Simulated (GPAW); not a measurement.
Pressure against volume in rock-salt MgSe (space group 225) (GPAW, LDA)

```
MgSe
1.0
    0.00000     2.62382     2.62382
    2.62382     0.00000     2.62382
    2.62382     2.62382     0.00000
Mg Se
1 1
Direct
  0.00000   0.00000   0.00000
  0.50000   0.50000   0.50000
```

Computed with LDA (Perdew-Wang 92), GPAW PAW datasets LDA (gpaw-data 1.0.1) (plane waves; GPAW 25.7.0). Settings: mode = pw; ecut = 780 eV; xc = LDA; kpts = 11 11 11; mesh shift (steps) = 0 0 0; occupations.name = fermi-dirac; occupations.width = 0.01 eV; nbands = -8; convergence.bands = -6; symmetry.symmorphic = false; symmetry.tolerance = 0.0005; maxiter = 150. The cell above is the first row's. The rows scale it uniformly. In all rows fractional positions and the k mesh are held.

| V (Å^3/atom) | P (GPa) |
|---|---|
| 18.064 | ? |
| 18.456 | 4.76 |
| 18.849 | 2.97 |
| 19.242 | 1.37 |
| 19.634 | -0.10 |
| 20.027 | -1.41 |
| 20.420 | -2.59 |
| 20.812 | -3.65 |
| 21.205 | -4.61 |

The 8 complete rows are fitted with a cubic, P against V. With u = V - 19.8, the rows have u = -1.3440, -0.9510, -0.5580, -0.1660, 0.2270, 0.6200, 1.0120, 1.4050. Least squares gives P = -0.666 - 3.3701·u + 0.4497·u² - 0.0344·u³. Residuals (row less fit): 0.001, -0.005, 0.009, -0.006, -0.002, 0.001, 0.002, -0.001; standard error 0.006 (degrees of freedom: 4). The fitted pressure is zero at V0 = 19.61, where dP/dV = -3.547, so B0 = -V0·dP/dV = 69.6 GPa.

**Question.** Estimate the missing P (V = 18.064); what did the run itself give?

**Answer.** u = -1.7360, so P = -0.666 - 3.3701 × (-1.7360) + 0.4497 × (-1.7360)² - 0.0344 × (-1.7360)³ = 6.720 GPa. The calculation gives 6.74 GPa, 0.020 GPa above the prediction (0.2 % of the range of P in the table). The row lies outside the fitted rows, so this is an extrapolation. From the scatter of the fitted rows alone, a prediction at this place has a standard error of 0.017 GPa, so the miss is 1.2 times that.

Carrying the step between the two nearest rows on in a straight line would have given 6.55, off by 0.19; series whose last step already gives the withheld value aren't shown. The scan was laid around a cell of about the measured size, scaled by a guess for this functional. This is one of several polymorphs. The runs keep the symmetry of the cell, so they don't test it for distortions. Cutoffs and mesh are single choices, not tested for convergence of this quantity. Series with a scatter that would blur these digits, or in which a gap closes, are not shown.
